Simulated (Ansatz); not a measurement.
Base system: InPd in the CsCl type structure (space group Pm-3m, No. 221; a = 3.2480 Å; relaxed with 0.1 eV smearing). Axes: x, y, z lie along the cube axes.

All numbers come from PBEsol (Ansatz, a program for electronic structure; PAW; 420 eV plane waves; no spin-orbit coupling).

One thing is altered: the cell is stretched by 2.50 % along z with no lateral relaxation; the atoms relax in the strained cell.

### Question
Predict the stress tensor and what it implies for the stiffness.

### Answer
Stress of the strained cell less that of the base (GPa, compression positive):
```
   -2.9     0.0     0.0
    0.0    -2.9     0.0
    0.0     0.0    -3.5
```

Then −Δσ_ii/ε with ε = 0.0250 gives secant stiffness values (nonlinear terms included at this strain): C33 ≈ 140 GPa, C13 ≈ 117 GPa and C23 ≈ 117 GPa.

As a check, the harmonic strain energy −½ V₀ Δσ:ε is 4.7 meV/atom; the computed energy rise is 4.8 meV/atom.

No phonon test of stability was made. All final runs are without spin polarisation.
